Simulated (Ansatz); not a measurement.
The parent structure is BeTe in the zinc blende structure (space group F-43m, No. 216; a = 5.604 Å). Axes: x, y, z lie along the cube axes.

The values are results of PBEsol (Ansatz, an electronic-structure program), no SOC, not measurements.

Base values:

The band gap is 1.84 eV and the valence-band top at Γ is 0.00, 0.00, 0.00 eV. The electron mass is 1.4 mₑ along k, 0.25 mₑ across (at X) and the smallest direct gap is 3.61 eV.

It is then changed as follows: tensile biaxial strain of 0.50 % in the plane normal to [001], as in epitaxy on a mismatched substrate; the out-of-plane cell vector and the atoms relax.

Problem. Estimate the effect on the band gap.

Solution. The band gap falls by 0.06 eV, from 1.84 eV to 1.78 eV.

Problem. Estimate the effect on the valence-band top at Γ.

Solution. The valence-band top at Γ (three highest levels, from the VBM) goes from 0.00, 0.00, 0.00 eV to 0.00, -0.05, -0.05 eV.

Problem. How does this affect the electron mass?

Solution. The electron mass is still 1.4 mₑ along k, 0.25 mₑ across (at X).

Problem. Predict the new hole mass.

Solution. The hole mass amounts to 0.20 mₑ out of plane, 0.33 mₑ in plane (at Γ).

Problem. Estimate the effect on the smallest direct gap.

Solution. The smallest direct gap shrinks by 0.04 eV (3.61 eV → 3.57 eV).

With Te present, leaving out spin-orbit coupling can change the band edges. Effective masses come from finite differences of ±0.01 Å⁻¹. Along k means along the line from Γ to the band edge. Whether these cells are dynamically stable was not tested.
